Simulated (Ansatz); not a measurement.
Terminations of the (100) surface of fcc Pt, measured from the surface 'clean 1x1'. Atoms come from or go to: Ag: fcc Ag, Hf: hcp Hf, Mg: hcp Mg, Mn: fcc-type Mn, layered antiferromagnet, Mo: bcc Mo, Ni: fcc Ni, ferromagnetic, Pd: fcc Pd, Pt: fcc Pt, Re: hcp Re, Rh: fcc Rh, Sn: beta tin, V: bcc V. ΔE is the energy of forming the row's surface from that one (negative: more stable at these reservoirs); the vacuum level's shift is aligned on the shared bottom. No zero-point or thermal terms. These are constructed structures in small cells; real faces may alloy, dewet or reconstruct in larger ones, and not all known structures of the face are among them. Slabs of about 10 Å with all that they carry, Fermi-Dirac smearing of 0.1 eV. Bottom of the slabs: a bare face, its two planes held. Relaxed from the named starts with such symmetry as they have, on meshes of like density; energies extrapolated to zero smearing; no spin-orbit coupling, no U. Spin-polarised runs, if any, are marked in brackets, and their order is one that fits the cell; the others ran without spin. A dash marks a value that is undefined for that row (no clear gap, or no work function of a gapped slab) or was not read reliably on its mesh.

All values below come from PBE (plane waves to 420 eV, PAW; Ansatz, a program for electronic structure).

| surface | atoms added per 1x1 | ΔE per 1x1 (eV) | shift of the vacuum level (eV) | work function (eV) |
|---|---|---|---|---|
| one row in 2 of the top plane missing | -0.5 Pt | … | -0.41 | 5.26 |
| a pseudomorphic layer of Re in the host's stacking | +1 Re | 0.98 | -0.30 | 5.35 |
| a pseudomorphic layer of Sn in the host's stacking | +1 Sn | -0.77 | -1.56 | 4.10 |
| a pseudomorphic layer of Ag in the host's stacking | +1 Ag | … | -1.24 | 4.42 |
| a pseudomorphic layer of Ni in the host's stacking [spin, 1.4 μB a cell] | +1 Ni | 0.08 | -1.02 | 4.64 |
| a layer of Mn in place of the second plane [spin, 4.0 μB a cell] | +1 Mn, -1 Pt | -1.11 | -0.46 | 5.20 |
| a layer of Pd in place of the second plane | +1 Pd, -1 Pt | … | 0.00 | 5.66 |
| a pseudomorphic layer of Hf in the host's stacking | +1 Hf | -0.69 | -1.22 | 4.43 |
| a pseudomorphic layer of Rh in the host's stacking | +1 Rh | 0.32 | -0.53 | 5.13 |
| a layer of Mo in place of the second plane | +1 Mo, -1 Pt | -1.16 | -0.85 | 4.81 |
| a layer of Mg in place of the second plane | +1 Mg, -1 Pt | … | -0.30 | 5.34 |
| a layer of V in place of the second plane [spin start, no net moment] | -1 Pt, +1 V | -1.84 | -0.93 | 4.74 |

Question: Fill in the missing entries.

Answer: 
- one row in 2 of the top plane missing, ΔE per 1x1 (eV): 0.06
- a pseudomorphic layer of Ag in the host's stacking, ΔE per 1x1 (eV): -0.46
- a layer of Pd in place of the second plane, ΔE per 1x1 (eV): -0.07
- a layer of Mg in place of the second plane, ΔE per 1x1 (eV): -1.91
